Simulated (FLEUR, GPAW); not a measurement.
A FLEUR input for a self-consistent single point of NiS2 (P2_1, 6 atoms in the cell) (DFT, PBEsol, all-electron FLAPW (FLEUR), scalar-relativistic valence):

Input of the input generator:

```
NiS2 crystal
&input film=f /
7.7056606293 0.0000000000 -0.0000000000
0.0000000000 9.8293537455 0.0000000000
-3.7988899722 0.0000000000 9.2222811176
1.0
1.0 1.0 1.0

6
28 0.7510600000 0.8336000000 0.7494700000
28 0.2489400000 0.3336000000 0.2505300000
16 0.2674100000 0.9500100000 0.4171200000
16 0.7325900000 0.4500100000 0.5828800000
16 0.7667000000 0.2164300000 0.9175400000
16 0.2333000000 0.7164300000 0.0824600000

&comp jspins=1 /
&exco xctyp='PBEs' /
&kpt div1=6 div2=5 div3=5 gamma=t /
&end /
```

```xml
<?xml version="1.0" encoding="UTF-8" standalone="no"?>
<fleurInput fleurInputVersion="0.39">
   <comment>
      NiS2 crystal                                                                                        
   </comment>
   <calculationSetup>
      <cutoffs Kmax="4.3" Gmax="15.0" GmaxXC="15.0" numbands="0"/>
      <scfLoop itmax="100" minDistance="0.00001" maxIterBroyd="25" imix="Anderson" alpha="0.05" precondParam="0.0" spinf="2.0"/>
      <coreElectrons ctail="T" frcor="F" kcrel="0" coretail_lmax="0"/>
      <xcFunctional name="PBEs" relativisticCorrections="F"/>
      <magnetism jspins="1"/>
      <soc l_soc="F" theta="0.0" phi="0.0" spav="F"/>
      <expertModes spex="0" secvar="F"/>
      <geometryOptimization l_f="T" forcealpha="1.0" forcemix="BFGS" epsdisp="0.00001" epsforce="0.00001"/>
      <ldaU l_linMix="F" mixParam="0.05" spinf="1.0"/>
   </calculationSetup>
   <cell>
      <bzIntegration valenceElectrons="56.0" mode="hist" fermiSmearingEnergy="0.00073499">
         <kPointListSelection listName="default-1"/>
         <!-- k-points included here -->
         <xi:include xmlns:xi="http://www.w3.org/2001/XInclude" href="kpts.xml"> </xi:include>
      </bzIntegration>
      <!-- symmetry operations included here -->
      <xi:include xmlns:xi="http://www.w3.org/2001/XInclude" href="sym.xml"> </xi:include>
      <bulkLattice scale="1.0">
         <bravaisMatrix>
            <row-1>    7.7056606292999996     0.0000000000000000     0.0000000000000000</row-1>
            <row-2>    0.0000000000000000     9.8293537455000006     0.0000000000000000</row-2>
            <row-3>   -3.7988899722000000     0.0000000000000000     9.2222811175999997</row-3>
         </bravaisMatrix>
      </bulkLattice>
   </cell>
   <atomSpecies>
      <species name="Nickel (Ni)" element="Ni" atomicNumber="28">
         <mtSphere radius="1.96" gridPoints="677" logIncrement="0.018"/>
         <atomicCutoffs lmax="8" lnonsphr="6"/>
         <electronConfig flipSpins="F">
            <coreConfig>(1s1/2) (2s1/2) (2p1/2) (2p3/2) (3s1/2)</coreConfig>
            <valenceConfig>(3p1/2) (3p3/2) (4s1/2) (3d3/2) (3d5/2)</valenceConfig>
            <stateOccupation state="(3d3/2)" spinUp="1.6" spinDown="1.6"/>
            <stateOccupation state="(3d5/2)" spinUp="2.4" spinDown="2.4"/>
         </electronConfig>
         <energyParameters s="4" p="4" d="3" f="4"/>
         <lo type="SCLO" l="1" n="3" eDeriv="0"/>
      </species>
      <species name="Sulfur (S)" element="S" atomicNumber="16">
         <mtSphere radius="1.86" gridPoints="641" logIncrement="0.018"/>
         <atomicCutoffs lmax="8" lnonsphr="6"/>
         <electronConfig flipSpins="F">
            <coreConfig>(1s1/2) (2s1/2) (2p1/2) (2p3/2)</coreConfig>
            <valenceConfig>(3s1/2) (3p1/2) (3p3/2)</valenceConfig>
            <stateOccupation state="(3p1/2)" spinUp="0.6666666666667" spinDown="0.6666666666667"/>
            <stateOccupation state="(3p3/2)" spinUp="1.3333333333333" spinDown="1.3333333333333"/>
         </electronConfig>
         <energyParameters s="3" p="3" d="3" f="4"/>
      </species>
   </atomSpecies>
   <atomGroups>
      <atomGroup species="Nickel (Ni)">
         <relPos label="                   1">-.2489400000 -.1664000000 -.2505300000</relPos>
         <relPos label="                   2">.2489400000 .3336000000 .2505300000</relPos>
         <force calculate="T" relaxXYZ="TTT"/>
      </atomGroup>
      <atomGroup species="Sulfur (S)">
         <relPos label="                   3">.2674100000 -.0499900000 .4171200000</relPos>
         <relPos label="                   4">-.2674100000 .4500100000 -.4171200000</relPos>
         <force calculate="T" relaxXYZ="TTT"/>
      </atomGroup>
      <atomGroup species="Sulfur (S)">
         <relPos label="                   5">-.2333000000 .2164300000 -.0824600000</relPos>
         <relPos label="                   6">.2333000000 -.2835700000 .0824600000</relPos>
         <force calculate="T" relaxXYZ="TTT"/>
      </atomGroup>
   </atomGroups>
   <output dos="F" band="F" slice="F">
      <checks vchk="F" cdinf="F"/>
      <bandDOS minEnergy="-.5*Htr" maxEnergy="0.5*Htr" sigma="0.015" storeEVData="T"/>
      <vacuumDOS vacdos="F" integ="F" star="F" nstars="0" locx1="0.0" locy1="0.0" locx2="0.0" locy2="0.0" nstm="0" tworkf="0.0"/>
      <unfoldingBand unfoldBand="F" supercellX="1" supercellY="1" supercellZ="1"/>
      <plotting iplot="0" polar="F">
         <plot TwoD="T" vec1="  1.0  0.0  0.0" vec2="  0.0  1.0  0.0" vec3="  0.0  0.0  1.0" zero="  0.0  0.0  0.0" file="plot"/>
      </plotting>
      <chargeDensitySlicing numkpt="0" minEigenval="0.0" maxEigenval="0.0" nnne="0" pallst="F"/>
      <specialOutput eonly="F"/>
      <magneticCircularDichroism mcd="F" energyLo="-10.0" energyUp="0.0"/>
   </output>
  <!-- We include the file relax.xml here to enable relaxations (see documentation) -->
  <xi:include xmlns:xi="http://www.w3.org/2001/XInclude" href="relax.xml"> <xi:fallback/> </xi:include>
</fleurInput>
```

Task: Translate this input to GPAW.

Result: This is the input that was run; spellings and numerical settings could be chosen otherwise.

```python
from ase import Atoms
from ase.units import GPa
from gpaw import GPAW

atoms = Atoms(['Ni', 'Ni', 'S', 'S', 'S', 'S'],
              cell=[[4.077660, 0.000000, 0.000000],
                    [0.000000, 5.201470, 0.000000],
                    [-2.010286, 0.000000, 4.880221]],
              scaled_positions=[[0.751060, 0.833600, 0.749470],
                                [0.248940, 0.333600, 0.250530],
                                [0.267410, 0.950010, 0.417120],
                                [0.732590, 0.450010, 0.582880],
                                [0.766700, 0.216430, 0.917540],
                                [0.233300, 0.716430, 0.082460]],
              pbc=True)

calc = GPAW(mode={'name': 'pw', 'ecut': 850},
            xc='PBEsol',
            kpts={'size': (6, 5, 5), 'gamma': True},
            occupations={'name': 'fermi-dirac', 'width': 0.02},
            nbands=-8,
            convergence={'forces': 0.001, 'bands': -6},
            symmetry={'symmorphic': False, 'tolerance': 0.0005},
            maxiter=150,
            txt='-')

atoms.calc = calc

energy = atoms.get_potential_energy()
print('Energy (eV):', round(energy, 6))
forces = atoms.get_forces()
print('Forces (eV/Ang):')
print(forces.round(5))
stress = atoms.get_stress()
print('Stress (GPa, Voigt):', (stress / GPa).round(4))
```

Basis settings and potentials, where a program has them, do not carry over. This input uses DFT PBEsol, plane waves, GPAW PAW datasets PBEsol (made by gpaw-setup).

The starting cell comes from a database of computed structures (which also holds hypothetical and non-ambient phases and stackings), without a prior relaxation at this level.
